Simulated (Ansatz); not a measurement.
## CsCl-type CaO (model structure) (like a known high-pressure phase): properties by level of theory

```json
[
 {"level (code)": "LDA (Ansatz)", "lattice parameter a (Å)": "2.848", "formation enthalpy (eV/atom)": "-2.895"},
 {"level (code)": "PBEsol (Ansatz)", "lattice parameter a (Å)": "…", "formation enthalpy (eV/atom)": "…"},
 {"level (code)": "PBE-D3(BJ) (Ansatz)", "lattice parameter a (Å)": "2.900", "formation enthalpy (eV/atom)": "-2.642"},
 {"level (code)": "r²SCAN (Ansatz)", "lattice parameter a (Å)": "2.903", "formation enthalpy (eV/atom)": "-2.742"},
 {"level (code)": "r²SCAN-D4 (Ansatz)", "lattice parameter a (Å)": "2.896", "formation enthalpy (eV/atom)": "-2.781"}
]
```

What belongs in the gaps?


- PBEsol (Ansatz, a first-principles code), lattice parameter a (Å): 2.888
- PBEsol (Ansatz), formation enthalpy (eV/atom): -2.582

Caveats: a distance lies near a switch of the dispersion term, which can move the cell (r²SCAN-D4). Ansatz's density-functional and Hartree–Fock values are scalar-relativistic unless marked +SOC, with PAW data made under PBE.

Static lattice: no zero-point or thermal effects.

A model structure was made by putting elements into a prototype or built by hand; it is no filed structure, need not be a known phase, and can be a saddle point held by its symmetry.
